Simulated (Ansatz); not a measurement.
The structure below was relaxed with PBEsol, PAW, 420 eV (Ansatz, a quantum-chemistry and plane-wave program; no SOC), at pressure −2 GPa.

```
CELL_PARAMETERS angstrom
      0.00000     3.01936     3.01936
      3.01936     0.00000     3.01936
      3.01936     3.01936     0.00000
ATOMIC_POSITIONS crystal
  Al 0.25000 0.25000 0.25000
  Al 0.75000 0.75000 0.75000
  Au 0.00000 0.00000 0.00000
```

Q: Find the space group and the Wyckoff positions.

A: Space group Fm-3m (No. 225); a = 6.0387 Å, b = 6.0387 Å, c = 6.0387 Å, α = 90.00°, β = 90.00°, γ = 90.00°

```csv
atom,site,symmetry,x,y,z
Al,8c,-43m,0.2500,0.2500,0.2500
Au,4a,m-3m,0.0000,0.0000,0.0000
```

Q: Describe the coordination.

A: The crystal has 12 atoms in its conventional cell. Lattice parameters: a = b = c = 6.0387 Å, α = β = γ = 90.00°. Al has 4 Au at 2.615 Å and 6 Al at 3.019 Å. Au sees 8 Al at 2.615 Å (cubic). (Neighbours: up to the widest gap in distance over summed covalent radii, below 1.35, at either atom.)

Load acts through the strain it causes; cell and atoms are relaxed under it. No phonon test of stability was made. The cell was made from Al2Au (space group Fm-3m, No. 225) by this change: pressure −2 GPa.
